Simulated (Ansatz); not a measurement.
# BC5 (I-4m2): band-structure transport figures

Given:

```yaml
crystal:
  lattice:
    - [-1.25133, 1.25133, 5.66829]
    - [1.25133, -1.25133, 5.66829]
    - [1.25133, 1.25133, -5.66829]
  atoms:
    - { symbol: B, position: [0.75000, 0.25000, 0.50000] }
    - { symbol: C, position: [0.84380, 0.84380, 0.00000] }
    - { symbol: C, position: [0.15620, 0.15620, 0.00000] }
    - { symbol: C, position: [0.50000, 0.50000, 0.00000] }
    - { symbol: C, position: [0.41986, 0.91986, 0.50000] }
    - { symbol: C, position: [0.08014, 0.58014, 0.50000] }
```

Level of theory: PBEsol, rigid bands (plane waves, PAW, scalar-relativistic; Ansatz, a first-principles code). Geometry: cell and atoms relaxed with PBEsol.

```yaml
density of states at the Fermi level: 0.592 states/(eV·cell), both spins
bare Sommerfeld coefficient: 0.23 mJ/(mol of atoms·K²)
drude_plasma_energy: 6.4 (x), 6.4 (y), 1.72 (z) eV
root-mean-square Fermi velocity: 8.1e5 m/s
resistivity times τ: 11.8 (x), 11.8 (y), 165 (z) ×10⁻²² Ω·m·s
```

A metal at this level (no band gap); rigid bands, thermally averaged at 300 K, both spins. Spin-orbit coupling is left out. τ is one relaxation time for all states.

Computed structure with no diffraction record at hand here (it may be known, metastable or hypothetical): BC5 (I-4m2).
